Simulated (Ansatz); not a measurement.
TiSi2, response to strain

The parent structure is TiSi2 (space group Cmcm, No. 63).

```
CELL_PARAMETERS angstrom
      1.76356    -6.76170     0.00000
      1.76356     6.76170     0.00000
      0.00000     0.00000     3.56562
ATOMIC_POSITIONS crystal
  Si 0.94171 0.05829 0.75000
  Si 0.05829 0.94171 0.25000
  Si 0.25028 0.74972 0.75000
  Si 0.74972 0.25028 0.25000
  Ti 0.60322 0.39678 0.75000
  Ti 0.39678 0.60322 0.25000
```

Cartesian axes are those of the cell as printed.

Strains are applied to the cell and any free atomic positions relax; under biaxial strain the out-of-plane vector relaxes too; under stress the whole cell relaxes.

All numbers come from r2SCAN (Ansatz, a quantum-chemistry and plane-wave program), no spin-orbit coupling, earlier PAW set.

Notes on the quantities. pressure: mean of the normal stresses, compression positive.

```tsv
change	volume per atom	pressure	space group
base	14.17 Å³	0.0 GPa	Cmcm (No. 63)
biaxial strain −3.74 %, plane normal [001], relaxed out of plane	13.39 Å³	7.7 GPa	Cmcm (No. 63)
biaxial strain +0.38 %, plane normal [001], relaxed out of plane	14.25 Å³	-0.6 GPa	Cmcm (No. 63)
biaxial strain +2.28 %, plane normal [001], relaxed out of plane	14.67 Å³	-3.7 GPa	Cmcm (No. 63)
biaxial strain +4.91 %, plane normal [001], relaxed out of plane	15.24 Å³	-7.0 GPa	Cmcm (No. 63)
isotropic strain +3.27 %	15.61 Å³	-10.9 GPa	Cmcm (No. 63)
uniaxial strain ε_xx = −1.94 %	13.90 Å³	3.1 GPa	Cmcm (No. 63)
tensor shear ε_yz = −1.16 %	14.17 Å³	0.1 GPa	C2/m (No. 12)
uniaxial stress, 5 GPa tension along z	14.30 Å³	–	Cmcm (No. 63)
```

Without a gap, meshes like the base's 14×14×13 leave anisotropic stresses uncertain by several tenths of a GPa, and small strain energies with them. Stability under load was not tested beyond the relaxation. All final runs are without spin polarisation.
